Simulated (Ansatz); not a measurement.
# Ru in the hcp (Mg type) structure (space group P6_3/mmc, No. 194)

```cif
data_Ru2
_chemical_formula_sum 'Ru2'
_space_group_name_H-M_alt 'P63/mmc'
_space_group_IT_number 194
_space_group_name_Hall '-P 6c 2c'
_cell_length_a 2.72216
_cell_length_b 2.72216
_cell_length_c 4.29083
_cell_angle_alpha 90.000
_cell_angle_beta 90.000
_cell_angle_gamma 120.000
loop_
_atom_site_label
_atom_site_type_symbol
_atom_site_symmetry_multiplicity
_atom_site_Wyckoff_symbol
_atom_site_fract_x
_atom_site_fract_y
_atom_site_fract_z
_atom_site_occupancy
Ru1 Ru 2 c 0.33333 0.66667 0.25000 1
```

Method: plane-wave PAW DFT at the PBE level (Ansatz, a program for electronic structure, 420 eV), no SOC. Settings: 20×20×11 k-points, 0.05 eV Fermi–Dirac smearing.

| Property | Value |
|---|---|
| Volume per atom | 13.77 Å³ |
| Density | 12.19 g/cm³ |
| Band gap | zero |
| Total energy | -5878.688 eV/atom (σ→0; compares only within this code and set-up) |

Whether these cells are dynamically stable was not tested. All final runs are without spin polarisation.
